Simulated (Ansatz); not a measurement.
Seebeck coefficient (μV/K, mean over directions) of n-type BN (P4_2/mnm) against carrier density, Ansatz (a program for electronic structure) with PBEsol, rigid bands. Computed gap 4.57 eV; densities at which minority carriers matter at this gap, or further valleys turn the trend, are left out. Conductivity mass 0.43 mₑ (harmonic mean over directions), N_c = 1.4e19 cm⁻³ at 300 K.

```
electron density  300 K  500 K
----------------  -----  -----
1e16 cm⁻³          -841      ?
1e17 cm⁻³          -643   -709
1e18 cm⁻³          -445   -511
3e18 cm⁻³          -352   -417
1e19 cm⁻³          -251   -315
3e19 cm⁻³          -166   -225
1e20 cm⁻³             ?   -136
3e20 cm⁻³           -46    -75
1e21 cm⁻³             ?    -35
```

Q: Complete the blanks.

A: 
- 1e16 cm⁻³, 500 K: -908
- 1e20 cm⁻³, 300 K: -90
- 1e21 cm⁻³, 300 K: -21

Rigid bands with a gap fixed in temperature, one relaxation time for all states, no polarons or phonon drag, and whether or not such doping can be reached. Spin-orbit coupling is left out.

Computed structure with no diffraction record at hand here (it may be known, metastable or hypothetical): BN (P4_2/mnm).
